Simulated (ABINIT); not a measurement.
Band structure of VN (Fm-3m, 2 atoms in the cell).

```
CELL_PARAMETERS angstrom
      0.00000     2.08515     2.08515
      2.08515     0.00000     2.08515
      2.08515     2.08515     0.00000
ATOMIC_POSITIONS crystal
  V  0.00000 0.00000 0.00000
  N  0.50000 0.50000 0.50000
```

Method of the run: PBE, norm-conserving pseudopotentials (PseudoDojo nc-sr-05 PBE standard) (plane waves; ABINIT).

Settings: pseudos = [V.upf, N.upf]; ecut = 1143 eV; occopt = 7; tsmear = 0.00734986 Ha; ngkpt = 11 11 11; nshiftk = 1; shiftk = 0 0 0; potentials = PseudoDojo nc-sr-05 PBE standard; kptopt = 1; nstep = 50; toldfe1 = 1e-09 Ha; ndtset = 2; getden2 = 1.

The starting cell comes from a database of computed structures (which also holds hypothetical and non-ambient phases and stackings), without a prior relaxation at this level. Its lattice was rescaled by a random factor within 2.5 % of one. Spin polarisation is off, so a magnetic state, if there is one, cannot be reached.

Levels in eV from the Fermi level, bands 6 to 13:
```csv
point,6,7,8,9,10,11,12,13
Γ,-2.18,-2.18,-2.18,-1.45,-1.45,-1.45,-0.43,-0.43
X,-6.54,-3.62,-3.59,-3.59,0.49,1.15,1.15,2.50
W,-6.06,-6.06,-5.79,0.13,0.13,1.15,2.00,2.74
K,-6.36,-6.33,-4.89,-1.12,0.81,1.23,2.48,2.68
L,-8.64,-5.88,-5.88,0.56,0.56,1.38,4.77,4.77
U,-6.36,-6.33,-4.89,-1.12,0.81,1.23,2.48,2.68
```

Bands cross the Fermi level along this path, so the cell is metallic at this level.
